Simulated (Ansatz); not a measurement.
# How the lattice constant a of zinc-blende NaI (model structure) moves with the method

No measured value is used here.

```tsv
level (code)	value (Å)
LDA (Ansatz)	6.890
PBE (Ansatz)	7.162
PBEsol (Ansatz)	7.061
r²SCAN (Ansatz)	7.088
HSE06 (Ansatz)	7.123
```

K meshes differ between the levels. Ansatz's density-functional and Hartree–Fock values are scalar-relativistic unless marked +SOC, with PAW data made under PBE.

A model structure was made by putting elements into a prototype or built by hand; it is no filed structure, need not be a known phase, and can be a saddle point held by its symmetry.

Ansatz is an electronic-structure program.
